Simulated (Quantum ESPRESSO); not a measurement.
A self-consistent single point of ZnCu (Pm-3m, 2 atoms in the cell) with Quantum ESPRESSO.

Method of the run: PBE, SSSP 1.1.2 efficiency (PBE) pseudopotentials (plane waves; Quantum ESPRESSO 7.5).

```yaml
crystal:
  lattice:
    - [2.85630, 0.00000, 0.00000]
    - [0.00000, 2.85630, 0.00000]
    - [0.00000, 0.00000, 2.85630]
  atoms:
    - { symbol: Zn, position: [0.50000, 0.50000, 0.50000] }
    - { symbol: Cu, position: [0.00000, 0.00000, 0.00000] }
```

Reference input (self-consistent single point, DFT, PBE, plane waves, SSSP 1.1.2 efficiency (PBE) pseudopotentials): ecutwfc = 50 Ry; ecutrho = 400 Ry; occupations = smearing; smearing = fd; degauss = 0.0073499 Ry; potentials = {Zn: Zn_pbe_v1.uspp.F.UPF, Cu: Cu_pbe_v1.2.uspp.F.UPF}; K_POINTS = automatic 11 11 11 0 0 0; conv_thr = 1e-11 Ry. This run's input differs from it in these lines:

```diff
@@ -12,4 +12,4 @@
   ntyp = 2
-  ecutwfc = 50
-  ecutrho = 400
+  ecutwfc = 30
+  ecutrho = 240
   occupations = 'smearing'
```

Output, abridged:

```
     Self-consistent Calculation

     iteration #  1     ecut=    30.00 Ry     beta= 0.70

     total energy              =    -859.41876308 Ry
     estimated scf accuracy    <       8.06561489 Ry

     iteration #  2     ecut=    30.00 Ry     beta= 0.70

     total energy              =    -860.38651758 Ry
     estimated scf accuracy    <      29.51437122 Ry

     iteration #  3     ecut=    30.00 Ry     beta= 0.70

     total energy              =    -864.87368132 Ry
     estimated scf accuracy    <       6.97208312 Ry

   [... 12 blocks of this kind left out ...]

     iteration # 16     ecut=    30.00 Ry     beta= 0.70

     total energy              =    -865.21333426 Ry
     estimated scf accuracy    <          1.4E-10 Ry

     iteration # 17     ecut=    30.00 Ry     beta= 0.70
     End of self-consistent calculation

     the Fermi energy is    17.5423 ev

!    total energy              =    -865.21333426 Ry
     estimated scf accuracy    <          2.6E-12 Ry
     smearing contrib. (-TS)   =      -0.00096527 Ry
     internal energy E=F+TS    =    -865.21236899 Ry

     convergence has been achieved in  17 iterations

     Forces acting on atoms (cartesian axes, Ry/au):

     atom    1 type  1   force =     0.00000000    0.00000000    0.00000000
     atom    2 type  2   force =     0.00000000    0.00000000    0.00000000

     Total force =     0.000000     Total SCF correction =     0.000000

          total   stress  (Ry/bohr**3)                   (kbar)     P=     -879.73
  -0.00598031   0.00000000   0.00000000         -879.73        0.00        0.00
   0.00000000  -0.00598031   0.00000000            0.00     -879.73        0.00
   0.00000000   0.00000000  -0.00598031            0.00        0.00     -879.73

   JOB DONE.
```

The run converged in 17 iterations. Against the reference run the free energy goes up by 880 meV/atom and the pressure goes from 15.91 to -87.97 GPa.

The starting cell comes from a database of computed structures (which also holds hypothetical and non-ambient phases and stackings), without a prior relaxation at this level. Its lattice was rescaled by a random factor within 2.5 % of one. Spin polarisation is off. At the lowered cutoff the pressure carries the error of an incomplete plane-wave basis.
